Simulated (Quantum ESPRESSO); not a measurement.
Worked example: self-consistent single point of MoP2O8 (P2_12_12, 22 atoms in the cell) in Quantum ESPRESSO.

Method of the run: LDA (PZ), GBRV 1.5 ultrasoft (LDA) pseudopotentials (plane waves; Quantum ESPRESSO).

```yaml
crystal:
  lattice:
    - [4.89303, 0.00000, 0.00000]
    - [0.00000, 7.34336, 0.00000]
    - [0.00000, 0.00000, 7.69644]
  atoms:
    - { symbol: Mo, position: [0.50000, 0.50000, 0.78524] }
    - { symbol: Mo, position: [0.00000, 0.00000, 0.21476] }
    - { symbol: P, position: [0.25631, 0.38819, 0.35993] }
    - { symbol: P, position: [0.74369, 0.61181, 0.35993] }
    - { symbol: P, position: [0.75631, 0.11181, 0.64007] }
    - { symbol: P, position: [0.24369, 0.88819, 0.64007] }
    - { symbol: O, position: [0.27859, 0.38063, 0.55153] }
    - { symbol: O, position: [0.72141, 0.61937, 0.55153] }
    - { symbol: O, position: [0.77859, 0.11937, 0.44847] }
    - { symbol: O, position: [0.22141, 0.88063, 0.44847] }
    - { symbol: O, position: [0.28621, 0.39052, 0.91856] }
    - { symbol: O, position: [0.71379, 0.60948, 0.91856] }
    - { symbol: O, position: [0.78621, 0.10948, 0.08144] }
    - { symbol: O, position: [0.21379, 0.89052, 0.08144] }
    - { symbol: O, position: [0.25091, 0.70977, 0.73355] }
    - { symbol: O, position: [0.74909, 0.29023, 0.73355] }
    - { symbol: O, position: [0.75091, 0.79023, 0.26645] }
    - { symbol: O, position: [0.24909, 0.20977, 0.26645] }
    - { symbol: O, position: [0.50000, 0.50000, 0.27672] }
    - { symbol: O, position: [0.00000, 0.00000, 0.72328] }
    - { symbol: O, position: [0.50000, 0.00000, 0.70343] }
    - { symbol: O, position: [0.00000, 0.50000, 0.29657] }
```

Reference input (self-consistent single point, DFT, LDA (PZ), plane waves, GBRV 1.5 ultrasoft (LDA) pseudopotentials): ecutwfc = 40 Ry; ecutrho = 320 Ry; occupations = fixed; potentials = {Mo: mo_lda_v1.uspp.F.UPF, P: p_lda_v1.5.uspp.F.UPF, O: o_lda_v1.2.uspp.F.UPF}; K_POINTS = automatic 5 3 3 0 0 0; nbnd = 74; conv_thr = 1e-10 Ry; mixing_beta = 0.7. This run's input differs from it in these lines:

```diff
@@ -12,4 +12,4 @@
  ntyp = 3,
- ecutwfc = 40,
- ecutrho = 320,
+ ecutwfc = 60,
+ ecutrho = 480,
  occupations = 'fixed',
```

Log, with long lists cut:

```
     Self-consistent Calculation

     iteration #  1     ecut=    60.00 Ry     beta= 0.70

     negative rho (up, down):  1.684E-03 0.000E+00

     total energy              =    -854.98859947 Ry
     estimated scf accuracy    <       7.17520174 Ry

     iteration #  2     ecut=    60.00 Ry     beta= 0.70

     negative rho (up, down):  3.287E-05 0.000E+00

     total energy              =    -851.58816289 Ry
     estimated scf accuracy    <      43.30172731 Ry

     iteration #  3     ecut=    60.00 Ry     beta= 0.70

     negative rho (up, down):  1.048E-04 0.000E+00

     total energy              =    -858.31852717 Ry
     estimated scf accuracy    <       4.28555939 Ry

   [... 12 blocks of this kind left out ...]

     iteration # 16     ecut=    60.00 Ry     beta= 0.70

     negative rho (up, down):  3.706E-04 0.000E+00

     total energy              =    -858.79880518 Ry
     estimated scf accuracy    <          1.7E-10 Ry

     iteration # 17     ecut=    60.00 Ry     beta= 0.70

     negative rho (up, down):  3.706E-04 0.000E+00
     End of self-consistent calculation

     highest occupied, lowest unoccupied level (ev):     3.5706    7.1796

!    total energy              =    -858.79880518 Ry
     estimated scf accuracy    <          7.2E-11 Ry

     convergence has been achieved in  17 iterations

     negative rho (up, down):  3.706E-04 0.000E+00

     Forces acting on atoms (cartesian axes, Ry/au):

     atom    1 type  1   force =     0.00000000    0.00000000   -0.04105731
     atom    2 type  1   force =     0.00000000    0.00000000    0.04105731
     atom    3 type  2   force =     0.00076872    0.00475399    0.00257453
     atom    4 type  2   force =    -0.00076872   -0.00475399    0.00257453
     atom    5 type  2   force =     0.00076872   -0.00475399   -0.00257453
     atom    6 type  2   force =    -0.00076872    0.00475399   -0.00257453
   [... lines left out ...]
     Total force =     0.094307     Total SCF correction =     0.000032
   [... lines left out ...]

     negative rho (up, down):  3.706E-04 0.000E+00
          total   stress  (Ry/bohr**3)                   (kbar)     P=       -6.53
  -0.00006260   0.00000000   0.00000000           -9.21        0.00        0.00
   0.00000000  -0.00005780   0.00000000            0.00       -8.50        0.00
   0.00000000   0.00000000  -0.00001281            0.00        0.00       -1.88

   JOB DONE.
```

The run converged in 17 iterations. Against the reference run the free energy falls by 9.9 meV/atom, the pressure hardly changes (-0.61 to -0.65 GPa), the largest force goes from 1.080 to 1.056 eV/Å and the gap on the mesh stays at 3.609 eV.

The starting cell comes from a database of computed structures (which also holds hypothetical and non-ambient phases and stackings), without a prior relaxation at this level. Forces in this geometry exceed 1 eV/Å.

Cost on one core of a shared machine: roughly 20 min.
